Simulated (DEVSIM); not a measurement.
System: Al/SiO2/p-Ge capacitor, at 300 K.

Layer 1 from the left is SiO2, thickness (nm) 8.30. Layer 2 from the left is Ge, thickness (nm) 1100, Na (cm⁻³) 2.7e17.

Metal gate on the left, work function 4.1 eV. Fixed charge at the semiconductor interface 5e10 cm⁻² (in units of +e); no interface traps.

Constants are typed, rounded textbook-type inputs, not results; the design itself was drawn at random and stands for no fabricated device. Values at 300 K.

SiO2: gap (eV) 9, affinity (eV) 0.9, permittivity 3.9. Ge: gap (eV) 0.664, affinity (eV) 4, permittivity 16, Nc (cm⁻³) 1.04e19, Nv (cm⁻³) 6e18.

DEVSIM, 1D Poisson equation in equilibrium, Boltzmann statistics, complete ionisation; no quantum confinement or tunnelling. Metal contacts follow the ideal Schottky-Mott rule: no Fermi-level pinning, no interface dipoles.

What does the simulation give for the threshold voltage (band bending 2φF), the flat-band voltage?

threshold voltage (band bending 2φF) 0.57 V; flat-band voltage -0.50 V.
